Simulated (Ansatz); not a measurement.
**GaN: stress against strain**

GaN (wurtzite, P6_3mc, 11.051 Å³/atom at rest, c along z) under an equal strain ε in the (0001) plane with the normal axis free, as in a coherent film. LDA in Ansatz, a plane-wave DFT program (PAW, default set), 420 eV, 12×12×7 Γ-centred mesh, Fermi-Dirac smearing 0.05 eV; ions are relaxed within the symmetry of each cell. Stress is positive for a compressed cell.

Here s stands for strain and y for stress xx.

| strain (%) | stress xx (GPa) |
|---|---|
| -3.00 | ? |
| -1.20 | 5.72 |
| -0.60 | 2.80 |
| 0.00 | 0.00 |
| 0.60 | -2.68 |
| 1.20 | -5.24 |

The 5 complete rows are fitted with a straight line, y against s. Means: s 0, y 0.120. About the means, the sum of products is -16.440 and the sum of squares of s is 3.6000; the slope is their ratio. Least squares gives y = 0.120 - 4.5667·s. Residuals (row less fit): 0.120, -0.060, -0.120, -0.060, 0.120; standard error 0.130 (degrees of freedom: 3). The slope gives the biaxial elastic modulus of this plane = 457 ± 7 GPa.

Q: Predict the withheld y at s = -3.00 from the fit, and compare with the calculation.

A: y = 0.120 - 4.5667 × (-3.0) = 13.820 GPa. The calculation gives 15.19 GPa, 1.370 GPa above the prediction (6.7 % of the range of y in the table). The row lies outside the fitted rows, so this is an extrapolation. From the scatter of the fitted rows alone, a prediction at this place has a standard error of 0.249 GPa, so the miss is 5.5 times that.

One order more, fitted to all 11 runs of the series, follows each within 0.01, so the miss is the next term of a smooth law. Rows are the converged runs of the series near zero and its far end; series whose fitted rows scatter by over a few per cent of the range, as at a crossing or softening among them, aren't shown in this form. Most that stay on the fit to the last digits aren't either.
